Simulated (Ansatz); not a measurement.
Structures of equal composition on the (000-1) surface of wurtzite GaN (N plane on top): 2x2 In adatom at H3; 2x2 In adatom at T4. The slabs share one bottom face, and each structure is named by its start. These are constructed structures in small cells; real faces may alloy, dewet or reconstruct in larger ones, and not all known structures of the face are among them. Slabs of about 14 Å, Fermi-Dirac smearing of 0.025 eV. Bottom of the slabs: H caps. Relaxed from the named starts with such symmetry as they have, on meshes of like density; energies extrapolated to zero smearing; spin only where a row says so; no spin-orbit coupling, no U. Brackets mark spin-polarised runs, whose order is one that fits the cell. Where a second, spin-polarised start was run, the lower counts.

These are r2SCAN, at the PBE geometry (plane waves to 500 eV, PAW; Ansatz, a program for electronic structure) values and carry that method's errors.

Problem. Order them by energy per 1x1 cell (lowest first) at the level r2SCAN, at the PBE geometry.

Solution. 2x2 In adatom at H3 (0.000 eV, gap 0.33 eV on the mesh), 2x2 In adatom at T4 (0.164 eV (3 In–N bonds formed), a narrow gap of 0.19 eV by band count)
